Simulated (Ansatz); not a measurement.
Ge (model structure, started from the C4 type, I4/mmm, No. 139, 4 atoms in the cell), treated with r²SCAN (Ansatz, a first-principles code, PAW).

Numerical settings: plane-wave cutoff 560 eV, 18×18×18 k mesh, Fermi–Dirac smearing 0.05 eV, scalar-relativistic PAW data made under PBE.

Cell (relaxed at this level):

```xyz
4
Lattice="-3.4740 3.4740 2.0051 3.4740 -3.4740 2.0051 3.4740 3.4740 -2.0051" Properties=species:S:1:pos:R:3 pbc="T T T"
Ge     1.2416     1.2416     0.0000
Ge     2.2324    -2.2324     2.0051
Ge    -2.2324     2.2324     2.0051
Ge     2.2324     2.2324     2.0051
```

### Question
Estimate the bulk modulus that the calculation returns.

### Answer

* **bulk modulus**: 64.7 GPa

The run finds no gap.

Note: the bulk modulus is −V dP/dV from two relaxed cells at ±2 % in volume; the relaxation could raise the start's symmetry but not lower it, so the cell can be a saddle point.

The computed numbers hold no vibrational or temperature effects.

Cost on a shared machine: roughly 25 core-minutes.

A model structure was made by putting elements into a prototype or built by hand; it is no filed structure, need not be a known phase, and can be a saddle point held by its symmetry.
